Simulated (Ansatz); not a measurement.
An Ansatz (an electronic-structure program) input (Ansatz PBE, no spin-orbit coupling, earlier PAW set):

Ansatz 0.2 input:
```yaml
crystal:
  lattice:
    - [4.641250796, 0, 0]
    - [-2.2954665337, 4.0338619639, 0]
    - [1.1728921311, 2.0169309819, 4.3447142466]
  atoms:
    - { symbol: Si, position: [0.6630129539, 0.3369870461, 0] }
    - { symbol: Si, position: [0.3369870461, 0.6630129539, 0] }
    - { symbol: Si, position: [0.0869870461, 0.9130129539, 0.5] }
    - { symbol: Si, position: [0.4130129539, 0.5869870461, 0.5] }
    - { symbol: Ti, position: [0, 0, 0] }
    - { symbol: Ti, position: [0.75, 0.25, 0.5] }
basis: { ecutwfc: 420, ecutrho_ratio: 4, xc_grid: 2, fft_grid_basis: typed }
kpoints: { mp_grid: { grid: [13, 13, 13] } }
hamiltonian:
  xc: pbe
  dispersion: none
  pseudopotentials: { azcp: { folder: ./paw }, kind: paw }
scf: { occupations: { method: fermi_dirac, width: 0.05 } }
relax: { f_tol: 0.005, max_steps: 50, cell: { stress_tol: 0.01, fix: [a, b, gamma] } }
output: { forces: true, stress: true }
checkpoint: { write: state.ck, write_every: 1000 }
```

**Question.** Which symmetry and how many k-points will the program report, and about how many plane waves at Γ?

**Answer.** Space group Fddd (ITA 70) with 8 operations, k-points 343 of 2197, and 1621 plane waves at Γ.

**Question.** And the final pressure?

**Answer.** 7.44 GPa (compression positive).

The cells carry an imposed strain or load. Stability against distortions was not tested. All final runs are without spin polarisation. The cell was made from TiSi2 (space group Fddd, No. 70) by this change: biaxial strain −2.91 %, plane normal [001], relaxed out of plane.
